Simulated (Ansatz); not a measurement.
The reference is MgF2 in the rutile structure (space group P4_2/mnm, No. 136; a = 4.6389 Å, c = 3.0624 Å). Axes: x, y, z lie along a, b, c of the conventional cell.

One thing is altered: tensile biaxial strain of 1.94 % in the plane normal to [001], as in epitaxy on a mismatched substrate; the out-of-plane cell vector and the atoms relax.

Levels (all Ansatz, a quantum-chemistry and plane-wave program, PAW): PBEsol (420 eV, no spin-orbit coupling); r2SCAN (500 eV, scalar-relativistic without spin-orbit coupling); HSE06 (420 eV, no SOC).

At the geometry relaxed with PBEsol, these levels gave the following band gaps, in shuffled order: (a) 7.84 eV, (b) 9.23 eV, (c) 6.75 eV.

Q: Match each gap to its level.

A: (a) r2SCAN; (b) HSE06; (c) PBEsol.

Single points use the geometry relaxed with PBEsol. No phonon test of stability was made. The base started in Pnnm and relaxed to P4_2/mnm at this level.
